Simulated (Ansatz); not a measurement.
For ZrGe (model structure, started from the CoSn type, P6/mmm, No. 191, 6 atoms in the cell), PBEsol in Ansatz (PAW) gives:

lattice constant a: 6.206 Å
lattice parameter c: 4.092 Å
formation enthalpy: -0.272 eV/atom

Task: What does PBE-D3(BJ) (Ansatz, an electronic-structure program, PAW) give for the same quantities?

Result: 
- lattice constant a: 6.213 Å (grows by 0.1 %)
- lattice parameter c: 4.101 Å (grows by 0.2 %)
- formation enthalpy: -0.243 eV/atom (moves by +0.029 eV/atom)

Changes are worked out from the printed values.

Unless a cell is named, each level is at its own relaxed cell (PBEsol 22.74, PBE-D3(BJ) 22.85 Å³/atom).

Caveats: a distance lies near a switch of the dispersion term, which can move the cell (PBE-D3(BJ)). Ansatz's density-functional and Hartree–Fock values are scalar-relativistic unless marked +SOC, with PAW data made under PBE.

A model structure was made by putting elements into a prototype or built by hand; it is no filed structure, need not be a known phase, and can be a saddle point held by its symmetry.
